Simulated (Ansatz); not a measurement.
**GaSb: Sb → Mo**

Base system: GaSb in the zinc blende structure (space group F-43m, No. 216; a = 6.2141 Å).

One thing is altered: full substitution Sb → Mo, then cell and atoms are relaxed.

The values are results of Kohn–Sham DFT with the PBE functional, run in Ansatz (an electronic-structure program) with PAW and 420 eV plane waves, no SOC, earlier PAW set, not measurements. Γ-centred 14×14×14 mesh, Fermi–Dirac width 0.05 eV, for the changed cell.

The density goes up by 0.63 g/cm³ (5.30 g/cm³ → 5.93 g/cm³) and the lattice parameter a decreases by 0.510 Å (6.214 Å → 5.704 Å). The space group stays F-43m (No. 216) and the shortest interatomic distance falls by 0.221 Å, from 2.691 Å to 2.470 Å. The band gap remains zero.

Final structure:

```yaml
crystal:
  lattice:
    - [0.00000, 2.85199, 2.85199]
    - [2.85199, 0.00000, 2.85199]
    - [2.85199, 2.85199, 0.00000]
  atoms:
    - { symbol: Mo, position: [0.25000, 0.25000, 0.25000] }
    - { symbol: Ga, position: [0.00000, 0.00000, 0.00000] }
```

Spin-orbit coupling, missing from the scalar runs, can matter with Sb. No phonon test of stability was made. As relaxed here, GaMo is a hypothetical phase, not in the database extracts checked. All final runs are without spin polarisation. An odd electron count without spin: GaMo. GaMo has a high density of states at the Fermi level and may be magnetic at this level. A zero or small gap of GaSb can be the functional's error rather than a property of the material.
